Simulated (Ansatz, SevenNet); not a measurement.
## L1₂ (Cu3Au-type) Ni₃Fe: properties by level of theory

Reference values: lattice constant a 3.545 Å (measured, temperature not stated, copied from a table, unchecked, no zero-point or thermal correction; as tabulated in Mineralogical Magazine 44, 225 (1981)).

| level (code) | equilibrium lattice constant a (Å) | bulk modulus (GPa) | enthalpy of formation (eV/atom) |
|---|---|---|---|
| SevenNet-l3i5 | 3.538 | 196 | -0.086 |
| PBE (Ansatz) | 3.544 | 195 | -0.089 |
| r²SCAN (Ansatz) | 3.515 | 211 | -0.130 |

Machine-learned potentials (SevenNet-l3i5) are trained on DFT data: a solid inside that data is no test of them.

Ansatz's density-functional and Hartree–Fock values are scalar-relativistic unless marked +SOC, with PAW data made under PBE.

Spin-polarised runs: PBE (parallel moments), r²SCAN (parallel moments).

Ansatz is a program for electronic structure.
